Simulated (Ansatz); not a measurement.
Consider this model of amorphous Si₁₆Ti₈O₄₈.

```xyz
72
Lattice="10.2463 0.0306 -0.0108 0.0306 10.2030 0.0127 -0.0108 0.0127 10.1597" Properties=species:S:1:pos:R:3 pbc="T T T"
Si     3.0027     5.3549     2.7911
Si     6.7100     3.5427     5.4577
Si     5.9765     1.1988     3.4887
Si     7.8980     7.5817     6.8372
Si     9.6114     9.7174     9.6653
Si     6.1240     5.3393     3.0423
Si     1.8388     2.3235     7.5953
Si     2.8245     5.1189     7.5691
Si     6.3165     6.9575     9.2382
Si     0.5428     4.9701     1.2035
Si     3.1380     7.9822     3.1963
Si     2.8948     9.7126     7.3381
Si     2.1369     0.5334    10.0213
Si     6.6873     3.9498     8.4137
Si     6.9374     2.9769     1.0983
Si     1.1283     3.4770     3.7711
Ti     4.7095     7.5005     5.9678
Ti     8.4465     7.4551     1.5443
Ti     7.4787     8.3877     4.2134
Ti     3.2281     6.8548    10.1325
Ti     0.7170     7.4467     7.7839
Ti     9.5126     2.7789     9.3688
Ti     9.7589     4.5047     6.5535
Ti     2.6742     0.8641     3.0799
O      2.8789     3.5142     7.2031
O      2.1816     5.4056     1.3309
O      9.1793     0.9727     9.0596
O      4.3424     1.2172     3.6785
O      4.2963     9.1191     6.7354
O      8.8773     8.3385     3.1527
O      2.3444     0.9848     6.7842
O      6.2839     5.5151     8.4583
O      0.3675     4.1303    10.0133
O      0.2475     4.0583     2.5283
O      3.7525     6.0690     6.5745
O      9.1313     6.4583     6.9514
O      1.2336     5.5879     7.3509
O      6.3048     1.7517     1.9727
O      6.1746     3.1894     9.7840
O      2.6923     3.9651     3.5490
O      8.3796     8.7622     5.8178
O      7.1537     7.9586     8.2374
O      8.2611     4.0378     5.6523
O      2.8563     0.9399     1.2600
O      1.7335     1.9197     9.2033
O      0.2901     2.8835     7.4079
O      6.5673     9.8863     3.6941
O      3.0789     9.8845     8.9688
O      4.5846     5.4849     2.4522
O      1.2623     1.8595     3.7500
O      0.5602     4.1769     5.1231
O      2.3338     9.3547     3.5329
O      4.7854     7.4923     9.3844
O      4.4434     7.8970     4.2243
O      1.7304     7.4042     9.2988
O      5.9447     4.6697     4.5384
O      3.3150     5.2843     9.1057
O      2.3553     6.5958     3.6418
O      8.4997     2.7360     0.7224
O      9.7387     8.6584     8.4185
O      3.4191     7.8528     1.6043
O      8.3452     3.8333     8.3358
O      8.6434     9.0067     0.5958
O      9.8556     6.3329     1.2351
O      6.0992     3.3743     6.9846
O      6.6481     2.1304     4.6565
O      6.8754     4.3179     2.0268
O      0.8322     9.9024     0.2585
O      6.5596     7.1534     5.8606
O      1.7822     8.5891     6.8659
O      7.0594     6.7926     0.4985
O      6.9754     6.7412     3.1123
```

Computed with PBE, scalar-relativistic without spin-orbit coupling (plane waves to 420 eV, PAW; Ansatz, a quantum-chemistry and plane-wave program).

Preparation: random packing, a CHGNet melt and quench, and a DFT relaxation. O atoms were pushed apart under 1.9 Å during the dynamics, to hinder bonds among them. The hot cell started wider than the set density and was brought back towards it in steps. It is the lowest in DFT energy of 2 quenches. It is a model cell: composition and starting density were chosen by hand, and all elements were melted together. No dispersion term was used. Its density started from a set value of 2.65 and ended at 2.50 g/cm³. Cooling (nominally 390 K/ps over its main leg) ran many orders faster than in experiment, which tends to leave more defects and strain. Values belong to this one cell and scatter from quench to quench. Volume and shape were free in the relaxation.

Cut-offs for bonds: Si-Si 2.60 Å, Si-Ti 2.78 Å, Si-O 1.90 Å, Ti-Ti 3.12 Å, Ti-O 2.46 Å, O-O 1.58 Å. Two cations that share two anions don't count as bonded, nor two that share one unless they lie closer than Si-Si 2.38 Å, Si-Ti 2.71 Å, Ti-Ti 3.04 Å.

Q: Give the coordination numbers, mean bond lengths and angles.

A: 
| Property | Value |
|---|---|
| Mean coordination of Si by anions | 4.00 (16 with 4) |
| Mean coordination of Ti by anions | 4.88 (2 with 4, 5 with 5, 1 with 6) |
| Mean coordination of O | 2.15 (41 with 2, 7 with 3) |
| Mean Si-O bond | 1.642 Å (spread 0.020 Å, 64 counted) |
| Mean Ti-O bond | 1.932 Å (spread 0.167 Å, 39 counted) |
| Bond angle at Si | mean 109.4°, spread 4.7° |
| Bond angle at Ti | mean 106.0°, spread 23.4° |
| Bond angle at O | mean 131.1°, spread 17.5° |

Q: Which atoms depart from the most common coordination of their element?

A: Ti17 has 4 (O54 1.81 Å, O35 1.83 Å, O29 1.84 Å, O69 1.89 Å); Ti23 has 6 (O51 1.81 Å, O43 1.81 Å, O46 1.96 Å, O36 2.09 Å, O37 2.20 Å, O62 2.37 Å); Ti24 has 4 (O52 1.81 Å, O28 1.81 Å, O44 1.83 Å, O50 1.85 Å); O26 has 3 (Si1 1.68 Å, Si10 1.70 Å, Ti20 2.24 Å); O36 has 3 (Si4 1.67 Å, Ti23 2.09 Å, Ti21 2.25 Å); O37 has 3 (Si8 1.67 Å, Ti21 1.98 Å, Ti23 2.20 Å); O46 has 3 (Si7 1.66 Å, Ti23 1.96 Å, Ti22 2.23 Å); O62 has 3 (Si14 1.66 Å, Ti22 1.88 Å, Ti23 2.37 Å); O69 has 3 (Si4 1.71 Å, Ti17 1.89 Å, Ti19 2.25 Å); O72 has 3 (Si6 1.64 Å, Ti19 2.04 Å, Ti18 2.27 Å).

Q: List the pairs of like atoms that count as bonded by the rules above.

A: There are none by these rules.

Q: What Bader charges do the atoms carry, from a run on the zone centre alone?

A: Means (range): Si +3.26 e (+3.23 to +3.28), Ti +2.26 e (+2.21 to +2.30), O -1.46 e (-1.65 to -0.98).
| atom | charge (e) |
|---|---|
| Si1 | +3.26 |
| Si2 | +3.28 |
| Si3 | +3.28 |
| Si4 | +3.23 |
| Si5 | +3.26 |
| Si6 | +3.27 |
| Si7 | +3.26 |
| Si8 | +3.25 |
| Si9 | +3.27 |
| Si10 | +3.26 |
| Si11 | +3.25 |
| Si12 | +3.25 |
| Si13 | +3.27 |
| Si14 | +3.27 |
| Si15 | +3.28 |
| Si16 | +3.26 |
| Ti17 | +2.24 |
| Ti18 | +2.27 |
| Ti19 | +2.21 |
| Ti20 | +2.26 |
| Ti21 | +2.24 |
| Ti22 | +2.28 |
| Ti23 | +2.30 |
| Ti24 | +2.26 |
| O25 | -1.63 |
| O26 | -1.62 |
| O27 | -1.39 |
| O28 | -1.36 |
| O29 | -1.36 |
| O30 | -0.98 |
| O31 | -1.63 |
| O32 | -1.65 |
| O33 | -1.41 |
| O34 | -1.64 |
| O35 | -1.37 |
| O36 | -1.47 |
| O37 | -1.44 |
| O38 | -1.64 |
| O39 | -1.63 |
| O40 | -1.64 |
| O41 | -1.36 |
| O42 | -1.64 |
| O43 | -1.34 |
| O44 | -1.38 |
| O45 | -1.63 |
| O46 | -1.42 |
| O47 | -1.39 |
| O48 | -1.64 |
| O49 | -1.65 |
| O50 | -1.39 |
| O51 | -1.33 |
| O52 | -1.35 |
| O53 | -1.37 |
| O54 | -1.34 |
| O55 | -1.03 |
| O56 | -1.64 |
| O57 | -1.39 |
| O58 | -1.64 |
| O59 | -1.36 |
| O60 | -1.37 |
| O61 | -1.44 |
| O62 | -1.40 |
| O63 | -1.36 |
| O64 | -1.39 |
| O65 | -1.62 |
| O66 | -1.64 |
| O67 | -1.65 |
| O68 | -1.64 |
| O69 | -1.39 |
| O70 | -1.35 |
| O71 | -1.42 |
| O72 | -1.46 |
